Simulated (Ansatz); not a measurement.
Base system: GaCuSe$_{2}$ in the chalcopyrite structure (space group I-42d, No. 122; a = 5.508 Å, c = 10.962 Å). Axes: x, y, z lie along a, b, c of the conventional cell.

Calculations: Kohn–Sham DFT with the LDA functional, run in Ansatz (a program for electronic structure) with PAW and 420 eV plane waves, scalar-relativistic without spin-orbit coupling.

Strains are applied to the cell and any free atomic positions relax; under biaxial strain the out-of-plane vector relaxes too.

One change was made to it. Results:

The energy rises by 0.7 meV/atom; the pressure (mean of the normal stresses, compression positive) goes from zero to -4.5 kbar; the band gap decreases by 0.04 eV (0.17 eV → 0.13 eV).

Task: Name the change that was made.
A) biaxial strain +2.25 %, plane normal [001], relaxed out of plane
B) biaxial strain +1.50 %, plane normal [001], relaxed out of plane
C) biaxial strain +3.00 %, plane normal [001], relaxed out of plane
D) biaxial strain +0.75 %, plane normal [001], relaxed out of plane

Result: D, biaxial strain +0.75 %, plane normal [001], relaxed out of plane. For comparison, the energy relative to the base in the other runs: biaxial strain +1.50 %, plane normal [001], relaxed out of plane gives +2.6 meV/atom; biaxial strain +2.25 %, plane normal [001], relaxed out of plane gives +5.8 meV/atom; biaxial strain +3.00 %, plane normal [001], relaxed out of plane gives +10 meV/atom.

No phonon test of stability was made. The final runs are not spin-polarised. Gaps under 0.05 eV, about the width of the smearing, are given as zero. A zero or small gap of GaCuSe2 can be the functional's error rather than a property of the material.
